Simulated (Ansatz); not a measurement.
H2O on the 1x1 (100) surface of monoclinic HfO2 (cut with top plane 2 O), one in a 1x1 cell, started at the site 'bridge O-O (span 5.2 Å)'

Host crystal: monoclinic HfO2, with a band gap (PBE, scalar-relativistic without spin-orbit coupling).

These are r2SCAN, at the PBE geometry (plane waves to 500 eV, PAW; Ansatz, an electronic-structure program) values and carry that method's errors.

Set-up: 27 atoms, 9.3 Å thick at the start under the adsorbate (thin: gaps and levels are the slab's own); mesh 4x4x1; 0.01 eV smearing; dipole correction on; single point; no symmetry held, on the structure that PBE left; no spin, no spin-orbit, no U, no dispersion correction. At the end it is bonded to Hf + O. In PBE it is, or lies within 0.03 eV of, the lowest of the starts that converged; the order may differ at this level.

- energy of the end state, in which the adsorbate came apart, against H2O(g) at the same level: -1.89 eV
- gap of the slab on its k-mesh: 4.21 eV
- highest filled level below the top vacuum level: 6.52 eV
- change of the step from the bottom to the top vacuum level, against the clean slab: -1.05 eV
- height of the binding atom over the mean of the host atoms within 0.3 Å of the top one: 1.191 bohr
- caution: the clean host was not checked against rearrangement in a larger or rattled cell
- note: in the relaxation the adsorbate left its starting site by 0.9 Å
- cost: about 5 core-minutes (a rough figure)

A negative adsorption energy means that the adsorbate is more stable on the surface than in its reference.
